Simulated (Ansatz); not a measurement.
```xyz
32
Lattice="17.5000 0.0000 0.0000 0.0000 17.5000 0.0000 0.0000 0.0000 4.3383" Properties=species:S:1:pos:R:3 pbc="T T T"
B     11.9555     8.7500     2.8921
N     11.7787    10.0045     3.6154
N     12.0283     8.7500     1.4463
B     11.0167    11.0167     2.8921
N     10.0045    11.7787     3.6154
B     11.7115     9.9767     0.7229
N     11.0681    11.0681     1.4463
B      8.7500    11.9555     2.8921
N      7.4955    11.7787     3.6154
B      9.9767    11.7115     0.7229
N      8.7500    12.0283     1.4463
B      6.4833    11.0167     2.8921
N      5.7213    10.0045     3.6154
B      7.5233    11.7115     0.7229
N      6.4319    11.0681     1.4463
B      5.5445     8.7500     2.8921
N      5.7213     7.4955     3.6154
B      5.7885     9.9767     0.7229
N      5.4717     8.7500     1.4463
B      6.4833     6.4833     2.8921
N      7.4955     5.7213     3.6154
B      5.7885     7.5233     0.7229
N      6.4319     6.4319     1.4463
B      8.7500     5.5445     2.8921
N     10.0045     5.7213     3.6154
B      7.5233     5.7885     0.7229
N      8.7500     5.4717     1.4463
B     11.0167     6.4833     2.8921
N     11.7787     7.4955     3.6154
B      9.9767     5.7885     0.7229
N     11.0681     6.4319     1.4463
B     11.7115     7.5233     0.7229
```

All values below come from PBE (plane waves to 420 eV, PAW; Ansatz, a quantum-chemistry and plane-wave program). Mesh 1×1×8. No spin polarisation. One-dimensional cell, images about 11 Å apart. An idealised model, rolled from the flat sheet. Only distortions within the start's symmetry and period were free.

Task: Tabulate the two highest filled and two lowest empty levels along the axis, from the valence top.

Result: 
```
k (2π/c)  v2 (eV)  v1 (eV)  c1 (eV)  c2 (eV)
--------  -------  -------  -------  -------
0.000        0.00     0.00     3.55     3.96
0.042       -0.01    -0.01     3.59     4.00
0.083       -0.05    -0.05     3.71     4.11
0.125       -0.11    -0.11     3.88     4.28
0.167       -0.20    -0.20     4.10     4.50
0.208       -0.30    -0.30     4.36     4.75
0.250       -0.42    -0.42     4.62     4.96
0.292       -0.56    -0.56     4.90        –
0.333       -0.71    -0.71        –        –
0.375       -0.73    -0.73        –        –
0.417       -0.71    -0.71        –        –
0.458       -0.70    -0.70        –        –
0.500       -0.70    -0.70        –        –
```
A dash stands for levels within 1 eV of the vacuum level or above it.
